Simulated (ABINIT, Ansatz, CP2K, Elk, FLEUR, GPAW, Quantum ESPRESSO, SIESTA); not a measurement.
## Cs (Im-3m, 1 atom in the cell) computed with different codes at matched settings

Self-consistent single point, at a second geometry (lattice scaled by 0.98). First geometry:

```yaml
crystal:
  lattice:
    - [-3.15975, 3.15975, 3.15975]
    - [3.15975, -3.15975, 3.15975]
    - [3.15975, 3.15975, -3.15975]
  atoms:
    - { symbol: Cs, position: [0.00000, 0.00000, 0.00000] }
```

Shared settings, as Ansatz (a quantum-chemistry and plane-wave program) writes them: kpoints.mp_grid.grid = 6 6 6; scf.occupations.method = fermi_dirac; scf.occupations.width = 0.05 eV. Potentials and cutoffs stand in the table.

```tsv
code	model	ΔF from the first geometry (meV/atom)	pressure (GPa)	cutoff
SIESTA	GGA PBE, numerical atomic orbitals DZP, PseudoDojo PBE standard norm-conserving potentials (rewritten from UPF to PSML)	4.6	0.18	grid 300 Ry
CP2K	PBE, GPW, DZVP-MOLOPT-SR-GTH basis, GTH-PBE potentials (GTH_POTENTIALS)	0.8	0.08	grid 500 Ry
FLEUR	PBE, all-electron FLAPW (FLEUR), scalar-relativistic valence	-3.4	–	Kmax 3.8 1/bohr
Ansatz	PBE, default PAW files	-3.4	-0.02	default
Quantum ESPRESSO	PBE, PSlibrary ultrasoft (PBE) pseudopotentials	-3.5	-0.03	40 Ry
GPAW	PBE, GPAW PAW datasets PBE (gpaw-data 1.0.1)	-3.3	-0.02	550 eV
ABINIT	PBE, norm-conserving pseudopotentials (PseudoDojo nc-sr-05 PBE standard)	-3.5	-0.02	25 Ha
Elk	PBE, all-electron FP-LAPW, Elk's shipped species files, APW+lo basis with extra local orbitals	-3.0	–	rgkmax 8
```

A dash marks a value that a program does not give, or that is left out as unsure.

The spread over the programs that give each value: ΔF from the first geometry within 8.1 meV/atom; pressure within 0.21 GPa.

SIESTA and CP2K use small atom-centred bases, whose incompleteness enters pressures, forces and empty levels differently from a plane-wave cutoff. FLEUR and Elk treat all electrons, but the usual bases taken here (sphere radii, linearisation, local orbitals, empty states) were not tested for convergence, so the values are no reference for the others. Ansatz's pressure is given at a fixed set of plane waves, as the other plane-wave codes print theirs.

The starting cell comes from a database of computed structures (which also holds hypothetical and non-ambient phases and stackings), without a prior relaxation at this level. Its lattice was rescaled by a random factor within 2.5 % of one. For this run, on top of that: lattice scaled by 0.98.

Keys are those of Ansatz 0.2.
